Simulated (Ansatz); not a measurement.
SnO₂ (Pa-3, No. 205, 12 atoms in the cell; start mp-697; a measured phase of this formula has another space group)

Level of theory: r²SCAN+rVV10 (PAW; Ansatz, a quantum-chemistry and plane-wave program).

Numerical settings: plane-wave cutoff 560 eV, 8×8×8 k mesh, Fermi–Dirac smearing 0.01 eV, scalar-relativistic PAW data made under PBE.

Cell (relaxed at this level):

Space group Pa-3 (No. 205); a = b = c = 5.089 Å, α = β = γ = 90.00°

| atom | site | symmetry | x | y | z |
|---|---|---|---|---|---|
| Sn | 4a | .-3. | 0.0000 | 0.0000 | 0.0000 |
| O | 8c | .3. | 0.3401 | 0.3401 | 0.3401 |

```
Quantity                       Result
--------  ---------------------------
band gap  1.65 eV (on the SCF k mesh)
```

Note: the relaxation could not lower the start's symmetry, so the cell can be a saddle point above a distorted one.

Spin–orbit coupling is not included.

The computed numbers hold no vibrational or temperature effects.

Cost on a shared machine: roughly 5 core-minutes.

A start named mp-… is a Materials Project structure, which need not be a measured phase.
